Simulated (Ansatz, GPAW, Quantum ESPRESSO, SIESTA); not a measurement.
HfMg6Sn (P1, 8 atoms in the cell) computed with different codes at matched settings

Self-consistent single point, at a second geometry (atoms moved at random). First geometry:

```yaml
crystal:
  lattice:
    - [4.98242, 0.00000, 0.00000]
    - [0.00000, 3.25551, 5.52429]
    - [0.00000, -3.25551, 5.52429]
  atoms:
    - { symbol: Mg, position: [0.50000, 0.33261, 0.83375] }
    - { symbol: Mg, position: [0.50000, 0.83375, 0.33261] }
    - { symbol: Mg, position: [0.50000, 0.33298, 0.33298] }
    - { symbol: Mg, position: [0.00000, 0.17340, 0.66390] }
    - { symbol: Mg, position: [0.00000, 0.66390, 0.17340] }
    - { symbol: Mg, position: [0.00000, 0.16599, 0.16599] }
    - { symbol: Hf, position: [0.00000, 0.66911, 0.66911] }
    - { symbol: Sn, position: [0.50000, 0.82826, 0.82826] }
```

Second geometry:
```
CELL_PARAMETERS angstrom
      4.98242     0.00000     0.00000
      0.00000     3.25551     5.52429
      0.00000    -3.25551     5.52429
ATOMIC_POSITIONS crystal
  Mg 0.49015 0.34002 0.82719
  Mg 0.50086 0.84087 0.32837
  Mg 0.50379 0.32424 0.33892
  Mg 0.99820 0.16941 0.66567
  Mg 0.99018 0.66931 0.16712
  Mg 0.00422 0.15798 0.16525
  Hf 0.00762 0.66701 0.67187
  Sn 0.50498 0.83117 0.83562
```

Shared settings, as Ansatz (an electronic-structure program) writes them: kpoints.mp_grid.grid = 4 3 3; scf.occupations.method = gaussian; scf.occupations.width = 0.2 eV. Potentials and cutoffs stand in the table.

| code | model | ΔF from the first geometry (meV/atom) | pressure (GPa) | largest force (eV/Å) | cutoff |
|---|---|---|---|---|---|
| GPAW | PBEsol, GPAW PAW datasets PBEsol (made by gpaw-setup) | 5.9 | -1.16 | 0.323 | 800 eV |
| SIESTA | GGA PBEsol, numerical atomic orbitals TZP, PseudoDojo PBEsol standard norm-conserving potentials (rewritten from UPF to PSML) | 7.7 | -0.59 | – | grid 400 Ry |
| Ansatz | PBEsol, PAW files made with PBE | 5.8 | -1.16 | 0.319 | default |
| Quantum ESPRESSO | PBEsol, GBRV 1.5 ultrasoft (PBESOL) pseudopotentials | 5.8 | -1.23 | 0.321 | 40 Ry |

Size of the force on each atom (eV/Å): Sizes of forces hide their directions.

```csv
code,Mg1,Mg2,Mg3,Mg4,Mg5,Mg6,Hf7,Sn8
GPAW,0.311,0.166,0.160,0.054,0.291,0.224,0.323,0.276
Ansatz,0.309,0.167,0.160,0.055,0.291,0.224,0.319,0.269
Quantum ESPRESSO,0.312,0.163,0.160,0.054,0.291,0.223,0.321,0.266
```

A dash marks a value that a program does not give, or that is left out as unsure.

On Ansatz's run: spin-orbit coupling is off.

The spread over the programs that give each value: ΔF from the first geometry within 1.9 meV/atom; pressure within 0.64 GPa; largest force within 0.004 eV/Å.

SIESTA uses small atom-centred bases, whose incompleteness enters pressures, forces and empty levels differently from a plane-wave cutoff. Ansatz's pressure is given at a fixed set of plane waves, as the other plane-wave codes print theirs.

The starting cell comes from a database of computed structures (which also holds hypothetical and non-ambient phases and stackings), without a prior relaxation at this level. For this run, on top of that: atoms moved at random.

Left out of this page: CP2K (unsound by tests on forces, stress, charge or solver warnings); Elk (not drawn, or without a comparable value).

Keys are those of Ansatz 0.2.
